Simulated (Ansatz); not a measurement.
This concerns the formation energy of O_i in Ti (hcp, P6₃/mmc). Reaction: 1/2 TiO2 (rutile) + 107/2 Ti (hcp) → cell A.

Cell A: a supercell of 54 sites of Ti (hcp, P6₃/mmc) with O off the lattice sites (6 Ti at 2.08 Å); spin state with PBE: run without spin, k-point mesh 5×5×3.
```yaml
crystal:
  lattice:
    - [8.81956, 0.00000, 0.00000]
    - [-4.40978, 7.63796, 0.00000]
    - [0.00000, 0.00000, 13.96132]
  atoms:
    - { symbol: Ti, position: [0.00017, 0.99983, 0.99930] }
    - { symbol: Ti, position: [0.10914, 0.22124, 0.16499] }
    - { symbol: Ti, position: [0.99966, 0.00034, 0.33414] }
    - { symbol: Ti, position: [0.11000, 0.22166, 0.50076] }
    - { symbol: Ti, position: [0.00007, 0.99993, 0.66690] }
    - { symbol: Ti, position: [0.11121, 0.22227, 0.83277] }
    - { symbol: Ti, position: [0.00017, 0.33367, 0.99930] }
    - { symbol: Ti, position: [0.11145, 0.55623, 0.16586] }
    - { symbol: Ti, position: [0.99966, 0.33265, 0.33414] }
    - { symbol: Ti, position: [0.11094, 0.55522, 0.50070] }
    - { symbol: Ti, position: [0.00007, 0.33347, 0.66690] }
    - { symbol: Ti, position: [0.11104, 0.55542, 0.83310] }
    - { symbol: Ti, position: [0.00112, 0.66722, 0.99924] }
    - { symbol: Ti, position: [0.11145, 0.88855, 0.16586] }
    - { symbol: Ti, position: [0.00197, 0.66765, 0.33501] }
    - { symbol: Ti, position: [0.11094, 0.88906, 0.50070] }
    - { symbol: Ti, position: [0.99990, 0.66662, 0.66723] }
    - { symbol: Ti, position: [0.11104, 0.88896, 0.83310] }
    - { symbol: Ti, position: [0.33278, 0.99888, 0.99924] }
    - { symbol: Ti, position: [0.44418, 0.22169, 0.16396] }
    - { symbol: Ti, position: [0.33235, 0.99803, 0.33501] }
    - { symbol: Ti, position: [0.44367, 0.22067, 0.50011] }
    - { symbol: Ti, position: [0.33338, 0.00010, 0.66723] }
    - { symbol: Ti, position: [0.44453, 0.22239, 0.83304] }
    - { symbol: Ti, position: [0.33178, 0.33256, 0.99989] }
    - { symbol: Ti, position: [0.44418, 0.55582, 0.16396] }
    - { symbol: Ti, position: [0.33280, 0.33307, 0.33604] }
    - { symbol: Ti, position: [0.44367, 0.55633, 0.50011] }
    - { symbol: Ti, position: [0.33350, 0.33342, 0.66696] }
    - { symbol: Ti, position: [0.44453, 0.55547, 0.83304] }
    - { symbol: Ti, position: [0.33278, 0.66722, 0.99924] }
    - { symbol: Ti, position: [0.44377, 0.88855, 0.16586] }
    - { symbol: Ti, position: [0.33235, 0.66765, 0.33501] }
    - { symbol: Ti, position: [0.44478, 0.88906, 0.50070] }
    - { symbol: Ti, position: [0.33338, 0.66662, 0.66723] }
    - { symbol: Ti, position: [0.44458, 0.88896, 0.83310] }
    - { symbol: Ti, position: [0.66633, 0.99983, 0.99930] }
    - { symbol: Ti, position: [0.77876, 0.22124, 0.16499] }
    - { symbol: Ti, position: [0.66735, 0.00034, 0.33414] }
    - { symbol: Ti, position: [0.77834, 0.22166, 0.50076] }
    - { symbol: Ti, position: [0.66653, 0.99993, 0.66690] }
    - { symbol: Ti, position: [0.77773, 0.22227, 0.83277] }
    - { symbol: Ti, position: [0.66744, 0.33256, 0.99989] }
    - { symbol: Ti, position: [0.77831, 0.55582, 0.16396] }
    - { symbol: Ti, position: [0.66693, 0.33307, 0.33604] }
    - { symbol: Ti, position: [0.77933, 0.55633, 0.50011] }
    - { symbol: Ti, position: [0.66658, 0.33342, 0.66696] }
    - { symbol: Ti, position: [0.77761, 0.55547, 0.83304] }
    - { symbol: Ti, position: [0.66744, 0.66822, 0.99989] }
    - { symbol: Ti, position: [0.77876, 0.89086, 0.16499] }
    - { symbol: Ti, position: [0.66693, 0.66720, 0.33604] }
    - { symbol: Ti, position: [0.77834, 0.89000, 0.50076] }
    - { symbol: Ti, position: [0.66658, 0.66650, 0.66696] }
    - { symbol: Ti, position: [0.77773, 0.88879, 0.83277] }
    - { symbol: O, position: [0.55556, 0.44444, 0.25000] }
```

Reference: TiO2 (rutile, P4₂/mnm), 6 atoms in the cell; spin state with PBE: run without spin, k-point mesh 12×8×8 on the run's own vectors. Conventional cell: a = b = 4.643 Å, c = 2.964 Å, α = β = γ = 90.00°.

Reference: Ti (hcp, P6₃/mmc), 54 atoms in the cell, the relaxed perfect crystal repeated, atoms not moved again; spin state with PBE: run without spin, k-point mesh 5×5×3 on the run's own vectors.

Plane-wave PAW calculations with Ansatz (a program for electronic structure), its default PAW set, cutoff 500 eV. The structures are at rest with PBE, within the held lattices; other levels are single points on them. Neutral cells; Fermi-Dirac smearing of at most 0.10 eV in the solids, energies taken to zero width. The lattices are those relaxed with PBE, so at other levels the solids can be strained. Larger cells are relaxed from a start prepared with the learned potential CHGNet, on a coarser mesh till forces fall under 0.03 eV/Å, which some starts already meet. A dispersion term (D3(BJ), or D4 for r2SCAN) was computed beside these levels and is taken off wherever the name lacks it. The PAW files were made for PBE and serve at the other functionals too. Space groups of crystals are read within 0.01 Å. Static lattices, no vibrational contributions. No structure search was made; lower ones may exist. No correction for cell size. Mesh and cell size may move defect energies by 0.1 eV or more. Cell A has symmetry P-3m1 within 0.02 Å and got no random move, so less symmetric positions, which may lie lower, weren't tried.

Task: Give the value at the level r2SCAN.

Result: -1.15 eV, for 1/2 TiO2 (rutile) + 107/2 Ti (hcp) → cell A.
